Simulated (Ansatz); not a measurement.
An Ansatz (a quantum-chemistry and plane-wave program) run: MoS2 with a change (tensor shear ε_xz = +0.33 %); PBEsol-D3(BJ) (Ansatz, PAW, no spin-orbit coupling).

Input:

Ansatz 0.2 input:
```yaml
crystal:
  lattice:
    - [3.108995113, 0, 0.0102596839]
    - [-1.5544975565, 2.6924687481, -0.0051298419]
    - [0.0386396454, 0, 11.7089834505]
  atoms:
    - { symbol: Mo, position: [0.6666666667, 0.3333333333, 0.25] }
    - { symbol: Mo, position: [0.3333333333, 0.6666666667, 0.75] }
    - { symbol: S, position: [0.6666666667, 0.3333333333, 0.8835074221] }
    - { symbol: S, position: [0.3333333333, 0.6666666667, 0.3835074221] }
    - { symbol: S, position: [0.3333333333, 0.6666666667, 0.1164925779] }
    - { symbol: S, position: [0.6666666667, 0.3333333333, 0.6164925779] }
basis: { ecutwfc: 420, ecutrho_ratio: 4, xc_grid: 2, fft_grid_basis: typed }
kpoints: { mp_grid: { grid: [12, 12, 3] } }
hamiltonian:
  xc: pbesol
  dispersion: d3bj
  pseudopotentials: { kind: paw }
scf: { occupations: { method: fermi_dirac, width: 0.05 }, convergence: { dr2_threshold: 0.0000000006 } }
relax: { f_tol: 0.005, max_steps: 50 }
output: { forces: true, stress: true }
checkpoint: { write: state.ck, write_every: 1000 }
```

Output (explanatory and most iteration lines left out):

```
Relaxation: its limit of steps is 50 (relax.max_steps)
Pseudopotential: Mo, paw, valence charge 14
Pseudopotential: S, paw, valence charge 6
Crystal: 6 atoms, lattice volume = 98.013 Å³
Basis set: ecut = 420 eV, 1891 PW (Γ), exchange–correlation on 48×48×160 points (8 copies of the dense FFT grid, shifted against one another)
Bands: 32, of which v1, the nominal top of the filled ones, is band 26 counted from 1 (25 counted from 0)
Symmetry: 4 space group operations
Space group: C2/c (ITA 15), of the structure as read, at distance tolerance 4.6e-5 Å
k-points: 121 of 432
Functional: x = pbesol(κ = 0.804, μ = 0.12345679012345678), c = pbesol(β = 0.046)
SCF iter   1: F=—  HF=-13342.650655 eV  |F-HF|=—  |Δ(HF+E_count)|=         —  Δρ=6.74e-3  dr2=2.12e-2  ethr=1.77e-3  ⟨swp⟩=6.8  Hψ=17068  notcnv=0
SCF iter   2: F=—  HF=-13342.654400 eV  |F-HF|=—  |Δ(HF+E_count)|=   3.74e-3  Δρ=3.85e-3  dr2=7.22e-3  ethr=4.09e-5  ⟨swp⟩=2.3  Hψ=6997  notcnv=0
SCF 1 converged in 8 iterations: F = -13342.656265 eV  dr2 = 2.12e-10
relax step   1: F+E_penalty+E_count = -13342.65626451 eV  Δ(F+E_penalty+E_count) = +0.000e0 eV  max|allowed force component| = 9.598e-2 eV/Å  Δτ_max = 0.0000 Å  (8 SCF iters, accepted)
Crystal: 6 atoms, lattice volume = 98.013 Å³
SCF iter   1: F=—  HF=-13342.658177 eV  |F-HF|=—  |Δ(HF+E_count)|=         —  Δρ=6.49e-4  dr2=2.60e-4  ethr=4.26e-7  ⟨swp⟩=3.0  Hψ=13841  notcnv=0  defer=27
SCF iter   2: F=—  HF=-13342.658120 eV  |F-HF|=—  |Δ(HF+E_count)|=   5.66e-5  Δρ=3.60e-4  dr2=7.94e-5  ethr=4.26e-7  ⟨swp⟩=1.0  Hψ=3886  notcnv=0  defer=27
SCF 2 converged in 6 iterations: F = -13342.658075 eV  dr2 = 1.07e-11
relax step   2: F+E_penalty+E_count = -13342.65807460 eV  Δ(F+E_penalty+E_count) = -1.810e-3 eV  max|allowed force component| = 3.482e-3 eV/Å  Δτ_max = 0.0091 Å  (6 SCF iters, accepted)
SCF converged after 6 iterations
Free energy (F): -13342.658075 eV
Internal energy: -13342.658032 eV  (E = F + TS)
E sigma→0 (E₀):  -13342.658053 eV
Entropy (-TS):   -0.000042 eV (-0.007 meV/atom)
Fermi energy:    12.726454 eV
  E_disp       = -2.415351  (pairwise vdW)
--- Forces (eV/Å), atoms counted from 1 ---
  atom   1  Mo     0.00000000    -0.00112247    -0.00000000
  atom   2  Mo    -0.00000000     0.00112247     0.00000000
  atom   3  S     -0.00348196    -0.00051151    -0.00021859
  atom   4  S     -0.00348196     0.00051151    -0.00021859
  atom   5  S      0.00348196     0.00051151     0.00021859
  atom   6  S      0.00348196    -0.00051151     0.00021859
--- Stress (GPa, compression-positive) ---
       -0.003109       0.000000      -0.254776
        0.000000      -0.002619      -0.000000
       -0.254776      -0.000000      -0.000960
  P = ⅓ Tr σ = -0.0022 GPa (-0.022 kbar)
--- Relaxed structure (2 steps of the walk, 2 accepted, 0 SCFs on fresh bases) ---
  atoms:
    - { symbol: Mo, position: [0.6667990644056825, 0.33359812881136497, 0.25000000000000006] }
    - { symbol: Mo, position: [0.33320093559431746, 0.666401871188635, 0.75] }
    - { symbol: S, position: [0.6636149735396081, 0.33308402825124916, 0.8835100114994859] }
    - { symbol: S, position: [0.330530945288359, 0.6669159717487508, 0.3835100114994859] }
    - { symbol: S, position: [0.33638502646039176, 0.666915971748751, 0.11648998850051424] }
    - { symbol: S, position: [0.669469054711641, 0.3330840282512492, 0.6164899885005143] }
```

The cells carry an imposed strain or load. Stability against distortions was not tested. The cell was made from MoS₂ (space group P6_3/mmc, No. 194; layered, stacked along the Cartesian z axis) by this change: tensor shear ε_xz = +0.33 %.
